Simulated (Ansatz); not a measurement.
Zn on the Ga site (Zn_Ga) in metastable zinc-blende GaN

The numbers are results of PBE, PAW (plane waves to 420 eV; Ansatz, an electronic-structure program), not measurements. Cell: 64 sites, 2×2×2; final energies on a 2×2×2 shifted mesh. Site at the start: the Ga site. Charged cells carry a point-charge image correction with potential alignment at far atoms. Dielectric constants: PBE linear response of the host. Host gap at this level: 1.54 eV. A cell of this size leaves errors of a few tenths of an eV. Levels are measured in PBE's own, too narrow, gap. Spin–orbit coupling is left out. Each state is the lowest found from its start.

| charge | moment (μB) | largest move off a lattice site (Å) | image correction with alignment (eV) |
|---|---|---|---|
| +1* | not spin-polarised | 0.06 | – |
| 0† | 1.0 | 0.06 | 0.00 |
| −1 | not spin-polarised | 0.07 | 0.23 |

* At this level the carrier isn't localised at the defect: at charge +1 holes occupy the valence band. Such a state is shallow or no state of the defect, and this cell gives it no level.

† Not settled in this cell, so no level is given: charge 0: a level filled in part, carriers not clearly localised.
